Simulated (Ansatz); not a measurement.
An Ansatz (a program for electronic structure) run: Mg2Sn with a change (isotropic strain +0.46 %); PBE in Ansatz (plane waves to 420 eV, PAW, without spin-orbit coupling).

Input:

Ansatz 0.2 input:
```yaml
crystal:
  lattice:
    - [0, 3.4244740993, 3.4244740993]
    - [3.4244740993, 0, 3.4244740993]
    - [3.4244740993, 3.4244740993, 0]
  atoms:
    - { symbol: Sn, position: [0, 0, 0] }
    - { symbol: Mg, position: [0.25, 0.25, 0.25] }
    - { symbol: Mg, position: [0.75, 0.75, 0.75] }
basis: { ecutwfc: 420, ecutrho_ratio: 4, xc_grid: 2, fft_grid_basis: typed }
kpoints: { mp_grid: { grid: [15, 15, 15] } }
hamiltonian:
  xc: pbe
  dispersion: none
  pseudopotentials: { kind: paw }
scf: { occupations: { method: fermi_dirac, width: 0.1 }, convergence: { dr2_threshold: 0.0000000003 } }
relax: { f_tol: 0.005, max_steps: 50 }
output: { forces: true, stress: true }
checkpoint: { write: state.ck, write_every: 1000 }
```

Output:

```
Relaxation: its limit of steps is 50 (relax.max_steps)
WARN ansatz: RAYON_NUM_THREADS=1 ignored (pool sized by the plan → 1); use --threads N
Pseudopotentials: kind: paw
Pseudopotential: Sn, paw, valence charge 14
Pseudopotential: Mg, paw, valence charge 10
Functional definition: PBE
Crystal: 3 atoms, lattice volume = 80.318 Å³
Basis set: ecut = 420 eV, 1471 PW (Γ), exchange–correlation on 72×72×72 points (8 copies of the dense FFT grid, shifted against one another)
Bands: 21, of which v1, the nominal top of the filled ones, is band 17 counted from 1 (16 counted from 0)
Symmetry: 48 space group operations
Space group: Fm-3m (ITA 225), of the structure as read, at distance tolerance 4.3e-5 Å
k-points: 120 of 3375
Initial density: superposition of atomic densities (neutral atoms: chi_scale 0, normalization atom), corrected by the library's trained network
Initial wavefunctions: pseudopotential atomic-orbital guess
Eigensolver: davidson
Functional: x = pbe(κ = 0.804, μ = 0.2195149727645171), c = pbe(β = 0.06672455060314922)
SCF iter   1: F=—  HF=-9872.400507 eV  |F-HF|=—  |Δ(HF+E_count)|=         —  Δρ=3.10e-3  dr2=1.91e-2  ethr=1.77e-3  ⟨swp⟩=6.1  Hψ=12459  notcnv=0
all-band conjugate gradients solve this SCF's bands
preconditioner: auto → Kerker (q_TF=auto, 2.364 Å⁻¹)
SCF iter   2: F=—  HF=-9872.397789 eV  |F-HF|=—  |Δ(HF+E_count)|=   2.72e-3  Δρ=2.22e-3  dr2=1.04e-2  ethr=5.62e-5  ⟨swp⟩=1.1  Hψ=3506  notcnv=0
SCF iter   3: F=—  HF=-9872.395362 eV  |F-HF|=—  |Δ(HF+E_count)|=   2.43e-3  Δρ=5.68e-4  dr2=4.47e-4  ethr=3.05e-5  ⟨swp⟩=2.0  Hψ=2992  notcnv=0
SCF iter   4: F=—  HF=-9872.395392 eV  |F-HF|=—  |Δ(HF+E_count)|=   3.01e-5  Δρ=3.16e-4  dr2=1.78e-4  ethr=1.32e-6  ⟨swp⟩=2.0  Hψ=3230  notcnv=0
SCF iter   5: F=—  HF=-9872.395565 eV  |F-HF|=—  |Δ(HF+E_count)|=   1.74e-4  Δρ=1.41e-4  dr2=3.31e-5  ethr=5.24e-7  ⟨swp⟩=2.0  Hψ=3001  notcnv=0
SCF iter   6: F=—  HF=-9872.395603 eV  |F-HF|=—  |Δ(HF+E_count)|=   3.78e-5  Δρ=4.38e-5  dr2=1.60e-6  ethr=9.74e-8  ⟨swp⟩=3.0  Hψ=4606  notcnv=0
SCF iter   7: F=—  HF=-9872.395606 eV  |F-HF|=—  |Δ(HF+E_count)|=   3.09e-6  Δρ=1.78e-5  dr2=2.52e-7  ethr=4.70e-9  ⟨swp⟩=2.0  Hψ=4602  notcnv=0
SCF iter   8: F=—  HF=-9872.395606 eV  |F-HF|=—  |Δ(HF+E_count)|=   1.45e-7  Δρ=3.66e-6  dr2=1.31e-8  ethr=7.42e-10  ⟨swp⟩=2.0  Hψ=3644  notcnv=0
SCF iter   9: F=—  HF=-9872.395606 eV  |F-HF|=—  |Δ(HF+E_count)|=   3.16e-9  Δρ=6.95e-7  dr2=5.35e-10  ethr=3.86e-11  ⟨swp⟩=2.0  Hψ=3628  notcnv=0
SCF iter  10: F=-9872.395606 eV  HF=-9872.395606 eV  |F-HF|=7.28e-12  |Δ(HF+E_count)|=  8.37e-11  Δρ=6.36e-8  dr2=3.22e-12  ethr=1.00e-12  ⟨swp⟩=5.0  Hψ=8654  notcnv=0
SCF 1 converged in 10 iterations: F = -9872.395606 eV  dr2 = 3.22e-12
relax step   1: F+E_penalty+E_count = -9872.39560648 eV  Δ(F+E_penalty+E_count) = +0.000e0 eV  max|allowed force component| = 4.626e-17 eV/Å  Δτ_max = 0.0000 Å  (10 SCF iters, accepted)
the relaxation is at rest under the 48 symmetry operations that the run kept from its start: a minimum is not shown …
SCF converged after 10 iterations
Free energy (F): -9872.395606 eV
Harris-Foulkes:  -9872.395606 eV  (|F-HF|=7.28e-12)
Internal energy: -9872.384262 eV  (E = F + TS)
E sigma→0 (E₀):  -9872.389934 eV
Entropy (-TS):   -0.011344 eV (-3.781 meV/atom)
Fermi energy:    6.616387 eV
--- Per-component energies (eV) ---
  E_band       = -839.797760
  E_kinetic    = 337.966826
  E_local      = -4442.005981  (includes V_loc(G=0)·N_el)
  E_nonlocal   = 159.057063
  E_hartree    = 1845.457029
  E_xc         = -439.208266
  E_vxc        = -169.425666  (∫ρ·V_xc dr)
  E_paw        = -4723.828319  (= ΣΔE_a)
  E_vpaw       = -416.304061  (= ΣTr[D̂ρ^β])
  E_aug_tail   = -0.000005  (compensation charges beyond the density's cutoff)
  E_ewald      = -2609.822609
  E_smearing   = -0.011344  (= −TS)
  E_closure    = 0.000000  (closes the sum)
  Σ components = -9872.395606   (vs F -9872.395606, Δ=0.00e0)
  [band-id]    e_kinetic+e_local+e_nonlocal+2·e_hartree+e_vxc+e_vpaw+e_augmentation_tail = -839.797767   (vs E_band -839.797760, Δ=-7.05e-6)
--- Forces (eV/Å), atoms counted from 1 ---
  atom   1  Sn    -0.00000000     0.00000000     0.00000000
  atom   2  Mg    -0.00000000     0.00000000     0.00000000
  atom   3  Mg    -0.00000000     0.00000000    -0.00000000
  max |Σ_I F_I| component: 1.39e-16 eV/Å
--- Stress (GPa, compression-positive) ---
       -0.540435      -0.000000      -0.000000
       -0.000000      -0.540435       0.000000
       -0.000000      -0.000000      -0.540435
  P = ⅓ Tr σ = -0.5404 GPa (-5.404 kbar)
  The stress holds the Pulay correction. Without it, at fixed plane waves, as pw.x and ABINIT print it: P = -0.5496 GPa
  The stress includes an estimate of the error left by incomplete SCF convergence (largest component -0.0000 GPa).
--- Band table ---
  band table: none
--- Relaxed structure (1 steps of the walk, 1 accepted, 0 SCFs on fresh bases) ---
  F+E_penalty+E_count = -9872.39560648 eV   max|allowed force component| = 4.626e-17 eV/Å
  atoms:
    - { symbol: Sn, position: [0.0, 0.0, 0.0] }
    - { symbol: Mg, position: [0.24999999999999997, 0.24999999999999997, 0.24999999999999997] }
    - { symbol: Mg, position: [0.75, 0.75, 0.75] }
```

Whether these cells are dynamically stable was not tested. The cell was made from Mg2Sn (space group Fm-3m, No. 225) by this change: isotropic strain +0.46 %.
